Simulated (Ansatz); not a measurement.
Fluorite NiSi2 was calculated with r²SCAN in Ansatz (plane waves, PAW).

Settings: plane-wave cutoff 500 eV, 18×18×1 k mesh (along the axes of the cell as run), Fermi–Dirac smearing 0.05 eV, scalar-relativistic PAW data made under PBE.

Estimate the surface energy of the (111) face and work function of the (111) face that the calculation returns.


* **surface energy of the (111) face**: 1.15 J/m²
* **work function of the (111) face**: 4.65 eV

The slab of 18 atoms is relaxed and unreconstructed.

Computed values are for the static lattice.

Ansatz is a program for electronic structure.
